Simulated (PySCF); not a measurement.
PySCF 2.14.0, HF/def2-svpd, df: Cr(O)2(Br)(OMe) (C[O][Cr](=[O])(=[O])[Br]), 9 atoms. The geometry is a generated start, not checked to be a minimum at this level.

```
Item                           Value
-------------------  ---------------
task                          energy
method                            hf
basis                      def2-svpd
two-electron scheme  density fitting
mol.max_memory               3000 MB
mf.max_cycle                     100
mf.init_guess        minao (default)
mf.DIIS              CDIIS (default)
mf.diis_space            8 (default)
mf.conv_tol          1e-09 (default)
basis functions                  188
```

```xyz
9

Cr    -0.6863     1.1265     0.5515
O     -0.3173     2.5118    -0.0385
O     -0.8464     1.1192     2.0950
Br    -2.7998     0.8122    -0.1695
O      0.1525    -0.1423    -0.0594
C      0.9593    -1.1499    -0.5107
H      0.4283    -2.1077    -0.4255
H      1.2484    -0.9740    -1.5577
H      1.8612    -1.1957     0.1149
```

Charge 0 and multiplicity 1 are set for this test and not shown to be the ground state.

One run each on 2 threads, 1 BLAS thread. Values of level_shift (Hartree) tried: 0 (default), 0.1, 0.3, 1.

Question: Predict the course of the Fock builds along this series.

Answer: Fewest Fock builds, within one of each other: 0 (default) with 25, 0.1 with 25. The count rises to 40 at 1. All converge to one solution.

| level_shift (Hartree) | Fock builds | end |
|---|---|---|
| 0 (default) | 25 | same solution |
| 0.1 | 25 | same solution |
| 0.3 | 27 | same solution |
| 1 | 40 | same solution |
